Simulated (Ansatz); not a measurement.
Worked example: self-consistent single point of Cu3Sn (I4mm, 4 atoms in the cell) in Ansatz (a program for electronic structure).

Computed with LDA (PW92), default PAW files made with PBE (plane waves; Ansatz).

```xyz
4
Lattice="0.0000 3.0676 3.0676 3.0676 0.0000 3.0676 3.0676 3.0676 0.0000" Properties=species:S:1:pos:R:3 pbc="T T T"
Cu     3.0676     3.0676     3.1176
Cu     4.6014     4.6014     4.6014
Cu     1.5338     1.5338     1.5338
Sn     0.0000     0.0000     0.0000
```

Reference input (self-consistent single point, DFT, LDA (PW92), plane waves, default PAW files made with PBE): basis.ecutwfc = 420 eV; kpoints.mp_grid.grid = 8 8 8; hamiltonian.xc = lda; hamiltonian.pseudopotentials = {kind: paw} (the program's default PAW files); scf.occupations.method = fermi_dirac; scf.occupations.width = 0.1 eV. This run's input differs from it in these lines:

Ansatz 0.2 input:
```diff
@@ -11,3 +11,3 @@
 basis:
-  ecutwfc: 420.0 eV
+  ecutwfc: 145.0 eV
 kpoints:
```

The program printed (abridged):

```
SCF iter   1: F=—  HF=-25290.117210 eV  |F-HF|=—  |Δ(HF+E_count)|=         —  Δρ=8.28e-1  dr2=1.81e2  ethr=1.77e-3  ⟨swp⟩=5.9  Hψ=8619  notcnv=0  defer=6
all-band conjugate gradients solve this SCF's bands
preconditioner: auto → LDOS
SCF iter   2: F=—  HF=-25260.579836 eV  |F-HF|=—  |Δ(HF+E_count)|=    2.95e1  Δρ=6.64e-1  dr2=1.27e2  ethr=1.77e-3  ⟨swp⟩=4.9  Hψ=8015  notcnv=0  defer=46
   [... lines left out ...]
SCF iter   8: F=—  HF=-25176.211883 eV  |F-HF|=—  |Δ(HF+E_count)|=   7.55e-4  Δρ=1.01e-3  dr2=4.00e-4  ethr=3.01e-6  ⟨swp⟩=1.5  Hψ=3189  notcnv=0  defer=92
SCF iter   9: F=—  HF=-25176.211722 eV  |F-HF|=—  |Δ(HF+E_count)|=   1.61e-4  Δρ=4.12e-4  dr2=6.76e-5  ethr=5.63e-7  ⟨swp⟩=2.2  Hψ=3281  notcnv=0  defer=92
SCF iter  10: F=—  HF=-25176.211700 eV  |F-HF|=—  |Δ(HF+E_count)|=   2.24e-5  Δρ=1.39e-5  dr2=1.32e-7  ethr=9.52e-8  ⟨swp⟩=2.0  Hψ=3524  notcnv=0  defer=92
SCF iter  11: F=-25176.211700 eV  HF=-25176.211700 eV  |F-HF|=7.41e-9  |Δ(HF+E_count)|=   4.50e-8  Δρ=3.53e-6  dr2=1.04e-8  ethr=1.41e-10  ⟨swp⟩=7.7  Hψ=8496  notcnv=0
SCF 1 converged in 11 iterations: F = -25176.211700 eV  dr2 = 1.04e-8
Free energy (F): -25176.211700 eV
Internal energy: -25176.194244 eV  (E = F + TS)
E sigma→0 (E₀):  -25176.202972 eV
Entropy (-TS):   -0.017455 eV (-4.364 meV/atom)
Fermi energy:    15.021397 eV
--- Forces (eV/Å), atoms counted from 1 ---
  atom   1  Cu     0.00000000    -0.00000000    -0.92752175
  atom   2  Cu    -0.00000000    -0.00000000     0.43442407
  atom   3  Cu    -0.00000000    -0.00000000     0.43442407
  atom   4  Sn    -0.00000000     0.00000000     0.05862273
--- Stress (GPa, compression-positive) ---
      122.814136       0.000000      -0.000000
        0.000000     122.814136      -0.000000
       -0.000000      -0.000000     121.919407
  P = ⅓ Tr σ = 122.5159 GPa (1225.159 kbar)
  The stress holds the Pulay correction. Without it, at fixed plane waves, as pw.x and ABINIT print it: P = -3597.9606 GPa
```

The run converged in 11 iterations. Against the reference run the free energy rises by 92.5 eV/atom, the pressure goes from -8.83 to 122.5 GPa and the largest force goes from 0.084 to 0.928 eV/Å.

The starting cell comes from a database of computed structures (which also holds hypothetical and non-ambient phases and stackings), without a prior relaxation at this level. Its lattice was rescaled by up to half a per cent. One atom was moved a little off its site on purpose. Spin polarisation is off. Ansatz's pressure includes its estimate of the finite-basis (Pulay) stress. Without the estimate this run gives -3597.96 GPa. The cutoff lies below the one recommended for these files.
